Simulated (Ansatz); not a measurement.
Fermi-surface data of WC under load (space group P-6m2)

Given:

```yaml
crystal:
  lattice:
    - [2.89754, 0.00000, 0.00000]
    - [-1.44877, 2.50935, 0.00000]
    - [0.00000, 0.00000, 2.83407]
  atoms:
    - { symbol: W, position: [0.00000, 0.00000, 0.00000] }
    - { symbol: C, position: [0.66667, 0.33333, 0.50000] }
```

Computed with PBEsol, rigid bands (plane waves, PAW, scalar-relativistic; Ansatz, a first-principles code). Condition of this run: uniaxial stress zz = -2 GPa (compression positive) (the target of the relaxation). Geometry: cell and atoms relaxed with PBEsol, then loaded as said.

- density of states at the Fermi level = 0.299 states/(eV·cell), both spins
- bare Sommerfeld coefficient = 0.35 mJ/(mol of atoms·K²)
- Drude plasma energy = 3.3 eV
- root-mean-square Fermi velocity = 5.4e5 m/s
- resistivity times τ = 45 ×10⁻²² Ω·m·s

A metal at this level (no band gap); rigid bands, thermally averaged at 300 K, both spins. Spin-orbit coupling is left out, which matters with elements this heavy. τ is one relaxation time for all states.
